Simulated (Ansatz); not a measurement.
# Al2O3: transverse stress against strain

Al2O3 (corundum, R-3c, 8.761 Å³/atom at rest, c along z) under a strain ε along c (axis z), the other axes held. PBE in Ansatz, a plane-wave DFT program (PAW, default set), 420 eV, 8×8×8 Γ-centred mesh, Fermi-Dirac smearing 0.05 eV; ions are relaxed within the symmetry of each cell. Stress is positive for a compressed cell.

Here s stands for strain and y for stress xx.

```
strain (%)  stress xx (GPa)
----------  ---------------
-3.00                     ?
-1.50                  1.71
-0.75                  0.83
0.00                   0.00
0.75                  -0.77
1.50                  -1.49
```

Problem. Using a straight line, estimate the missing y at s = -3.00 from the other rows, showing the fit.

Solution. Means: s 0, y 0.056. About the means, the sum of products is -6.0000 and the sum of squares of s is 5.6250; the slope is their ratio. Least squares gives y = 0.056 - 1.0667·s. Residuals (row less fit): 0.054, -0.026, -0.056, -0.026, 0.054; standard error 0.059 (degrees of freedom: 3). The slope gives the elastic constant C13 = 107 ± 2 GPa. At the withheld row, y = 0.056 - 1.0667 × (-3.00) = 3.256 GPa. The calculation gives 3.66 GPa, 0.404 GPa above the prediction (7.8 % of the range of y in the table). The row lies outside the fitted rows, so this is an extrapolation. From the scatter of the fitted rows alone, a prediction at this place has a standard error of 0.098 GPa, so the miss is 4.1 times that.

One order more, fitted to all 9 runs of the series, follows each within 0.01, so the miss is the next term of a smooth law. Rows are the converged runs of the series near zero and its far end; series whose fitted rows scatter by over a few per cent of the range, as at a crossing or softening among them, aren't shown in this form. Most that stay on the fit to the last digits aren't either.
